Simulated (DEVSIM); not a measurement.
System: Cr/Si3N4/p-Ge capacitor, at 300 K.

| layer (left to right) | material | thickness (nm) | Na (cm⁻³) |
|---|---|---|---|
| 1 | Si3N4 | 3.90 | - |
| 2 | Ge | 6300 | 4.5e15 |

Metal gate on the left, work function 4.5 eV. Fixed charge at the semiconductor interface 0 cm⁻² (in units of +e); no interface traps.

This is a model device: material constants are rounded textbook-type values typed into the input, and sizes, dopings and lifetimes were drawn at random. Values at 300 K.

```
parameter      Si3N4       Ge
-------------  -----  -------
gap (eV)         5.1    0.664
affinity (eV)    2.1        4
permittivity     7.5       16
Nc (cm⁻³)          -  1.04e19
Nv (cm⁻³)          -     6e18
```

DEVSIM, 1D Poisson equation in equilibrium, Boltzmann statistics, complete ionisation; no quantum confinement or tunnelling. Metal contacts follow the ideal Schottky-Mott rule: no Fermi-level pinning, no interface dipoles.

Problem. Tabulate band edges, carrier densities and field at 0.25 V on the gate.

Solution. Energies count from the Fermi level of the right contact; mesh points crowd at the junctions.

```tsv
x (μm)	Ec (eV)	Ev (eV)	n (cm⁻³)	p (cm⁻³)	field (V/cm)
0.000	2.150	-2.950	< 1e2	< 1e2	30000
0.001122	2.153	-2.947	< 1e2	< 1e2	30000
0.002505	2.158	-2.942	< 1e2	< 1e2	30000
0.003701	2.161	-2.939	< 1e2	< 1e2	30000
0.005540	0.264	-0.400	3.8e14	1.1e12	14000
0.009057	0.269	-0.395	3.2e14	1.4e12	14000
0.01699	0.280	-0.385	2.1e14	2.1e12	13000
0.04348	0.313	-0.351	5.8e13	7.6e12	12000
0.09462	0.367	-0.297	7.1e12	6.2e13	9300
0.2100	0.443	-0.221	3.8e11	1.2e15	4000
0.4545	0.477	-0.187	1.0e11	4.3e15	200
1.339	0.478	-0.186	9.7e10	4.5e15	≈ 0
2.916	0.478	-0.186	9.7e10	4.5e15	≈ 0
4.758	0.478	-0.186	9.7e10	4.5e15	≈ 0
5.782	0.478	-0.186	9.7e10	4.5e15	≈ 0
6.065	0.478	-0.186	9.7e10	4.5e15	≈ 0
6.199	0.478	-0.186	9.7e10	4.5e15	≈ 0
6.258	0.478	-0.186	9.7e10	4.5e15	≈ 0
6.289	0.478	-0.186	9.7e10	4.5e15	≈ 0
6.298	0.478	-0.186	9.7e10	4.5e15	≈ 0
6.302	0.478	-0.186	9.7e10	4.5e15	≈ 0
6.304	0.478	-0.186	9.7e10	4.5e15	≈ 0
```
